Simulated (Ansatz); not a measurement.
The reference is CaZrF$_{6}$ (space group Fm-3m, No. 225; a = 8.511 Å; a cell from a computed database, its experimental status unchecked). Axes: x, y, z lie along the cube axes.

Now apply this change: uniaxial strain ε_yy = −0.66 %, all other strain components held at zero, atoms relaxed at fixed cell.

Levels (all Ansatz, a quantum-chemistry and plane-wave program, PAW): PBEsol (420 eV, scalar-relativistic without spin-orbit coupling); PBEsol+SOC (420 eV, with spin-orbit coupling).

The geometry is relaxed with PBEsol.

| Property | Result |
|---|---|
| PBEsol band gap | 7.01 eV |
| PBEsol valence-band top at Γ | 0.00, -0.03, -0.03 eV |
| PBEsol width of the top valence band | 0.19 eV |

With PBEsol+SOC at the same geometry, the band gap shrinks by 0.03 eV (7.01 eV → 6.98 eV); the valence-band top at Γ (three highest Kramers pairs, from the VBM) changes from 0.00, -0.03, -0.03 eV to 0.00, -0.02, -0.05 eV; the width of the top valence band stays 0.19 eV.

Single points use the geometry relaxed with PBEsol. Differences between runs with and without spin-orbit coupling are approximate. Stability against distortions was not tested.
